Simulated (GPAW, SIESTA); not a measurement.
A SIESTA input for a self-consistent single point of Ti3Be (P6_3/mmc, 8 atoms in the cell) (DFT, LDA PW92, numerical atomic orbitals DZP, PseudoDojo LDA standard norm-conserving potentials (rewritten from UPF to PSML)):

```
# files in the folder: Ti.psml Be.psml (PseudoDojo LDA standard)
SystemName  Ti3Be
SystemLabel Ti3Be

NumberOfAtoms                8
NumberOfSpecies              2
%block ChemicalSpeciesLabel
  1 22 Ti
  2 4 Be
%endblock ChemicalSpeciesLabel
LatticeConstant              1.0 Ang
%block LatticeVectors
     5.387358000    0.000000000    0.000000000
    -2.693679000    4.665589000    0.000000000
     0.000000000    0.000000000    4.353413000
%endblock LatticeVectors
AtomicCoordinatesFormat      ScaledCartesian
%block AtomicCoordinatesAndAtomicSpecies
     1.407878266    0.812838916    3.265059750  1
     1.285800734    3.852750084    1.088353250  1
     0.000000000    1.625677831    1.088353250  1
     2.693679000    3.039911169    3.265059750  1
     3.979479734    0.812838916    3.265059750  1
    -1.285800734    3.852750084    1.088353250  1
     2.693681694    1.555194778    1.088353250  2
    -0.000002694    3.110394222    3.265059750  2
%endblock AtomicCoordinatesAndAtomicSpecies

XC.functional                LDA
XC.authors                   PW92
PAO.BasisSize                DZP
PAO.EnergyShift              0.005 Ry
PAO.Polarization.NonPerturbative true
MeshCutoff                   400 Ry
%block kgrid.MonkhorstPack
    5   0   0  0.0
    0   5   0  0.0
    0   0   6  0.0
%endblock kgrid.MonkhorstPack
OccupationFunction           MP
OccupationMPOrder            0
ElectronicTemperature        100.0 meV

MaxSCFIterations             150
SCF.Mixer.Method             Broyden
SCF.Mixer.Weight             0.1
SCF.Mixer.History            8
SCF.DM.Tolerance             1.0E-04
Diag.ParallelOverK           true
WriteForces                  true
```

### Question
Give the GPAW input for the same structure, mesh, smearing and functional.

### Answer
One input that does it (others would too):

```python
from ase import Atoms
from ase.units import GPa
from gpaw import GPAW

atoms = Atoms(['Ti', 'Ti', 'Ti', 'Ti', 'Ti', 'Ti', 'Be', 'Be'],
              cell=[[5.387358, 0.000000, 0.000000],
                    [-2.693679, 4.665589, 0.000000],
                    [0.000000, 0.000000, 4.353413]],
              positions=[[1.407878, 0.812839, 3.265060],
                         [1.285801, 3.852750, 1.088353],
                         [0.000000, 1.625678, 1.088353],
                         [2.693679, 3.039911, 3.265060],
                         [3.979480, 0.812839, 3.265060],
                         [-1.285801, 3.852750, 1.088353],
                         [2.693682, 1.555195, 1.088353],
                         [-0.000003, 3.110394, 3.265060]],
              pbc=True)

calc = GPAW(mode={'name': 'pw', 'ecut': 800},
            xc='LDA',
            kpts={'size': (5, 5, 6), 'gamma': True},
            occupations={'name': 'methfessel-paxton', 'width': 0.1, 'order': 0},
            nbands=-12,
            symmetry={'symmorphic': False, 'tolerance': 0.0005},
            maxiter=120,
            txt='-')

atoms.calc = calc

energy = atoms.get_potential_energy()
print('Energy (eV):', round(energy, 6))
forces = atoms.get_forces()
print('Forces (eV/Ang):')
print(forces.round(5))
stress = atoms.get_stress()
print('Stress (GPa, Voigt):', (stress / GPa).round(4))
```

Basis, cutoffs, solver keys and any potentials are the target program's own. This input uses DFT LDA (Perdew-Wang 92), plane waves, GPAW PAW datasets LDA (gpaw-data 1.0.1). LDA parametrisations can differ slightly between programs.

The starting cell comes from a database of computed structures (which also holds hypothetical and non-ambient phases and stackings), without a prior relaxation at this level. Its lattice was rescaled by a random factor within 2.5 % of one. For this run, on top of that: lattice scaled by 0.98.
